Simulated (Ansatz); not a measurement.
Levels about the gap of amorphous In$_{9}$Ga$_{9}$Zn$_{9}$O$_{41}$Ta$_{2}$ (70 atoms in a cell of 884 Å³, 6.14 g/cm³; zone centre alone, so wide bands show as single levels with stretches between that a denser mesh fills), at the geometry that PBE relaxed, where it gives 0.1 GPa on a denser mesh. Exact exchange is cut at the faces of this small cell, which leaves a finite-size error. The participation number counts the atoms over which a state spreads; weights are charges in smoothed Voronoi cells. The levels come from a single point, so bond lengths are those of that geometry. Method of the levels: HSE06, scalar-relativistic without spin-orbit coupling (Ansatz, an electronic-structure program). Sampling: the zone centre alone; Fermi-Dirac width 0.02 eV; no spin polarisation. At PBE the levels at the filled edge of the gap are localised (band-tail or defect states).

The cell was made by melting and quenching with the CHGNet potential and then relaxed with DFT. O atoms were pushed apart under 1.9 Å during the dynamics, to hinder bonds among them. The hot cell started wider than the set density and was brought back towards it in steps. It is the lowest in DFT energy of 2 quenches. It is a model cell: composition and starting density were chosen by hand, and all elements were melted together. No dispersion term was used. Its density started from a set value of 6.12 and ended at 6.14 g/cm³. The quench (nominally 260 K/ps over its main leg) was far faster than any real one, so the model tends to hold more defects than a real film. Values belong to this one cell and scatter from quench to quench. Volume and shape were free in the relaxation.

| E - E(highest filled), eV | filling | participation number | largest on | weight O | weight In | weight Ta | weight Ga |
|---|---|---|---|---|---|---|---|
| -0.34 | filled | 23.5 | O, 3 neighbours | 0.88 | 0.02 | 0.01 | 0.02 |
| -0.30 | filled | 23.7 | O, 3 neighbours | 0.89 | 0.02 | 0.00 | 0.02 |
| -0.24 | filled | 18.7 | O, 3 neighbours | 0.88 | 0.02 | 0.00 | 0.02 |
| -0.20 | filled | 25.2 | O, 4 neighbours | 0.88 | 0.02 | 0.00 | 0.01 |
| -0.10 | filled | 14.0 | O, 3 neighbours | 0.87 | 0.03 | 0.00 | 0.01 |
| -0.02 | filled | 3.8 | O, 3 neighbours | 0.90 | 0.02 | 0.01 | 0.01 |
| 0.00 | filled | 9.5 | O, 3 neighbours | 0.90 | 0.02 | 0.00 | 0.01 |
| 2.66 | empty | 57.3 | In, 5 neighbours | 0.51 | 0.24 | 0.01 | 0.12 |
| 5.01 | empty | 12.4 | In, 5 neighbours | 0.50 | 0.34 | 0.05 | 0.06 |
| 5.12 | empty | 34.1 | Ta, 6 neighbours | 0.51 | 0.26 | 0.09 | 0.08 |
| 5.20 | empty | 23.5 | Ta, 6 neighbours | 0.47 | 0.23 | 0.19 | 0.04 |
| 5.29 | empty | 12.5 | Ta, 6 neighbours | 0.46 | 0.19 | 0.26 | 0.04 |
| 5.48 | empty | 9.6 | Ta, 6 neighbours | 0.43 | 0.18 | 0.30 | 0.03 |
| 5.53 | empty | 20.8 | Ta, 6 neighbours | 0.46 | 0.13 | 0.22 | 0.13 |

Most localised among these is the filled level at -0.02 eV, on a O atom, which has 3 neighbours (In 2.05 Å, Zn 2.08 Å, In 2.12 Å).
